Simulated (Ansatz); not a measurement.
# Effect of tensor shear ε_xz = +0.76 % on Mn3SnN

The reference is Mn3SnN in the anti-perovskite structure (space group Pm-3m, No. 221; a = 3.817 Å; ferromagnetic). Axes: x, y, z lie along the cube axes.

Modification: tensor shear ε_xz = +0.76 % (engineering shear γ = 0.0152); the atoms relax in the strained cell.

Level of theory: Kohn–Sham DFT with the PBEsol functional, run in Ansatz (an electronic-structure program) with PAW and 420 eV plane waves, without spin-orbit coupling. Γ-centred 12×12×12 mesh, Fermi–Dirac width 0.05 eV.

- Volume per atom: 11.12 Å³ (base 11.12 Å³)
- Space group: Cmmm (No. 65) (base Pm-3m (No. 221))
- Energy relative to the base (free energy F): +1.0 meV/atom
- Pressure (mean of the normal stresses, compression positive): 0.0 GPa (base 0.0 GPa)
- Band gap: zero (base zero)
- Magnetic state: ferromagnetic (base ferromagnetic)
- Stress (xx, yy, zz, yz, xz, xy; compression positive): (0.0, 0.0, 0.0, 0.0, -1.8, 0.0) GPa (rough)

Cost of the whole job for the changed cell (relaxation, final SCF and bands): about 4 core-minutes (a rough figure).

Other magnetic orders, which the real material may have, were not ruled out. Without a gap, meshes like the base's 12×12×12 leave anisotropic stresses uncertain by several tenths of a GPa, and small strain energies with them. No phonon test of stability was made.
